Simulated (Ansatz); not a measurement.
Effect of S → Te on PbS

Base system: PbS in the rock salt structure (space group Fm-3m, No. 225; a = 6.0090 Å).

Now apply this change: every S is replaced by Te; the structure is relaxed again.

All numbers come from DFT with PBE, PAW potentials and a 420 eV plane-wave cutoff in Ansatz (an electronic-structure program), without spin-orbit coupling, earlier PAW set. Settings: 9×9×9 k-points, 0.05 eV Fermi–Dirac smearing, for the changed cell.

```json
[
 {"quantity": "volume per atom", "base": "27.12 Å³", "changed": "35.44 Å³", "shift": "+8.32 Å³"},
 {"quantity": "density", "base": "7.32 g/cm³", "changed": "7.84 g/cm³", "shift": "+0.52 g/cm³"},
 {"quantity": "space group", "base": "Fm-3m (No. 225)", "changed": "Fm-3m (No. 225)", "shift": "–"},
 {"quantity": "band gap", "base": "0.50 eV", "changed": "0.83 eV", "shift": "+0.33 eV"},
 {"quantity": "gap character", "base": "direct at L", "changed": "direct at L", "shift": "–"},
 {"quantity": "width of the top valence band", "base": "3.15 eV", "changed": "2.51 eV", "shift": "-0.64 eV"},
 {"quantity": "electron mass", "base": "0.16 mₑ (at L)", "changed": "0.31 mₑ along k, 0.11 mₑ across (at L)", "shift": "–"},
 {"quantity": "hole mass", "base": "0.19 mₑ along k, 0.13 mₑ across (at L)", "changed": "0.50 mₑ along k, 0.092 mₑ across (at L)", "shift": "–"}
]
```

Cost of the whole job for the changed cell (relaxation, final SCF and bands): very roughly 22 core-seconds.

Spin-orbit coupling, missing from the scalar runs, can matter with Pb and Te. Effective masses come from finite differences of ±0.01 Å⁻¹. Along k means along the line from Γ to the band edge. Stability against distortions was not tested.
